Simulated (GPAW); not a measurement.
Band structure of Ir (Fm-3m, 1 atom in the cell).

```yaml
crystal:
  lattice:
    - [0.00000, 1.97051, 1.97051]
    - [1.97051, 0.00000, 1.97051]
    - [1.97051, 1.97051, 0.00000]
  atoms:
    - { symbol: Ir, position: [0.00000, 0.00000, 0.00000] }
```

Computed with PBE, GPAW PAW datasets PBE (gpaw-data 1.0.1) (plane waves; GPAW).

Settings: mode = pw; ecut = 550 eV; xc = PBE; kpts = 12 12 12; mesh shift (steps) = 0 0 0; occupations.name = fermi-dirac; occupations.width = 0.05 eV; nbands = -9; symmetry.symmorphic = false; symmetry.tolerance = 0.0005; maxiter = 100; bandpath_npoints = 40.

The starting cell comes from a database of computed structures (which also holds hypothetical and non-ambient phases and stackings), without a prior relaxation at this level. Its lattice was rescaled by a random factor within 2.5 % of one. Spin-orbit coupling is off. Spin polarisation is off.

Levels in eV from the Fermi level, bands 4 to 11:
```tsv
point	4	5	6	7	8	9	10	11
Γ	-10.26	-3.45	-3.45	-3.45	-1.09	-1.09	14.11	19.28
X	-7.04	-6.51	0.72	1.27	1.27	1.70	9.54	11.22
W	-5.56	-4.34	-4.34	-1.59	1.27	7.53	8.50	8.50
K	-6.17	-5.33	-2.58	-0.80	0.51	5.94	7.12	10.60
L	-7.28	-3.53	-3.53	-0.58	0.76	0.76	6.54	13.67
U	-6.17	-5.33	-2.58	-0.80	0.51	5.94	7.12	10.60
```

Bands cross the Fermi level along this path, so the cell is metallic at this level.
